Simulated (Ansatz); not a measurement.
**CdIn2Se4: pressure series**

The parent structure is CdIn₂Se₄ (space group P-42m, No. 111; a = 5.780 Å, c = 5.915 Å; a cell from a computed database, its experimental status unchecked).

Cell and atoms are relaxed at each pressure.

Method: PBEsol (Ansatz, a first-principles code, PAW, no spin-orbit coupling).

```tsv
variant	lattice parameter a	band gap	smallest direct gap	electron mass
base	5.780 Å	0.88 eV	0.89 eV	0.10 mₑ along c, 0.12 mₑ across (at Γ)
pressure −1 GPa	5.833 Å	0.83 eV	0.84 eV	–
pressure 0.9 GPa	5.741 Å	0.90 eV	0.93 eV	0.10 mₑ along c, 0.12 mₑ across (at Γ)
pressure 2.1 GPa	5.695 Å	0.93 eV	0.97 eV	0.10 mₑ along c, 0.12 mₑ across (at Γ)
pressure 4.5 GPa	5.621 Å	0.98 eV	0.99 eV	0.10 mₑ along c, 0.13 mₑ across (at Γ)
pressure 9 GPa	5.520 Å	1.01 eV	1.04 eV	0.11 mₑ along c, 0.14 mₑ across (at Γ)
pressure 15 GPa	5.422 Å	0.98 eV	1.12 eV	0.12 mₑ along c, 0.16 mₑ across (at Γ)
pressure 22.5 GPa	5.332 Å	0.91 eV	1.23 eV	0.14 mₑ along c, 0.18 mₑ across (at Γ)
pressure 30 GPa	5.274 Å	0.86 eV	1.36 eV	0.16 mₑ along c, 0.19 mₑ across (at Γ)
```

Load acts through the strain it causes; cell and atoms are relaxed under it. Effective masses come from finite differences of ±0.01 Å⁻¹. Stability against distortions was not tested. Competing high-pressure phases were not computed.
